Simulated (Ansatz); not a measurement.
Cu3Sn (Fm-3m, No. 225, 4 atoms in the cell; start mp-838)

The numbers are results of PBEsol (plane waves, PAW; Ansatz, a quantum-chemistry and plane-wave program), not measurements.

Run with plane-wave cutoff 520 eV, 16×16×16 k mesh, Fermi–Dirac smearing 0.05 eV, no spin polarisation, scalar-relativistic PAW data made under PBE.

Cell (relaxed at this level):

```
CELL_PARAMETERS angstrom
      0.00000     3.02685     3.02685
      3.02685     0.00000     3.02685
      3.02685     3.02685     0.00000
ATOMIC_POSITIONS crystal
  Cu 0.50000 0.50000 0.50000
  Cu 0.75000 0.75000 0.75000
  Cu 0.25000 0.25000 0.25000
  Sn 0.00000 0.00000 0.00000
```

| Property | Result |
|---|---|
| bulk modulus | 130 GPa |

Note: the run has no spin polarisation, so it can have missed a magnetic state; the bulk modulus is −V dP/dV from two relaxed cells at ±2 % in volume; the relaxation could not lower the start's symmetry, so the cell can be a saddle point above a distorted one.

Spin–orbit coupling is not included.

Computed values are for the static lattice.

The result took about 2.1 core-minutes (a rough figure).

A start named mp-… is a Materials Project structure, which need not be a measured phase.
